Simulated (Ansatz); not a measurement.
# A computed series for Bi2Se3: pressure series

Start from Bi2Se3 in the Bi2Te3 type structure (space group R-3m, No. 166).

```xyz
5
Lattice="2.0722 1.1964 9.4827 -2.0722 1.1964 9.4827 0.0000 -2.3927 9.4827" Properties=species:S:1:pos:R:3 pbc="T T T"
Bi     0.0000     0.0000    11.4041
Bi     0.0000     0.0000    17.0439
Se     0.0000     0.0000     0.0000
Se     0.0000     0.0000     5.9889
Se     0.0000     0.0000    22.4591
```

Cell and atoms are relaxed at each pressure.

Method: PBE-D3(BJ) in Ansatz (plane waves to 420 eV, PAW, no SOC).

```
pressure (GPa)  volume per atom (Å³/atom)
--------------  -------------------------
-1                                 29.171
0                                  28.210
0.3                                28.003
0.7                                     ?
1.5                                27.252
3                                  26.521
5                                  25.728
7.5                                24.907
```

Task: Fit the third-order Birch–Murnaghan form P(V) = (3B₀/2)[(V₀/V)^(7/3) − (V₀/V)^(5/3)]·[1 + (3/4)(B₀′ − 4)((V₀/V)^(2/3) − 1)] (squares taken in P) to the rows shown and predict the withheld row.

Result: Least squares on the printed values gives V₀ = 28.244 Å³/atom, B₀ = 36.9 GPa, B₀′ = 8.0; this predicts 27.749 Å³/atom, and the run gives 27.736 Å³/atom, 0.013 lower.

Load acts through the strain it causes; cell and atoms are relaxed under it. No phonon test of stability was made. No other phases were tried under pressure. The final runs are not spin-polarised.

Ansatz is a first-principles code.
